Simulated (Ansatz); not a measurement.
Start from MgO in the rock salt structure (space group Fm-3m, No. 225; a = 4.2076 Å). Axes: x, y, z lie along the cube axes.

The values are results of r2SCAN/PAW in Ansatz (a quantum-chemistry and plane-wave program), without spin-orbit coupling, earlier PAW set, not measurements.

It is then changed as follows: uniaxial strain ε_zz = +2.37 %, all other strain components held at zero; the atoms relax in the strained cell.

Task: Predict the stress tensor and what it implies for the stiffness.

Result: Stress of the strained cell less that of the base (GPa, compression positive):
```
  -2.14    0.00    0.00
   0.00   -2.14    0.00
   0.00    0.00   -6.36
```

Then −Δσ_ii/ε with ε = 0.0237 gives secant stiffness values (nonlinear terms included at this strain): C33 ≈ 268 GPa, C13 ≈ 90 GPa and C23 ≈ 90 GPa.

As a check, the harmonic strain energy −½ V₀ Δσ:ε is 4.4 meV/atom; the computed energy rise is 4.6 meV/atom.

No phonon test of stability was made.
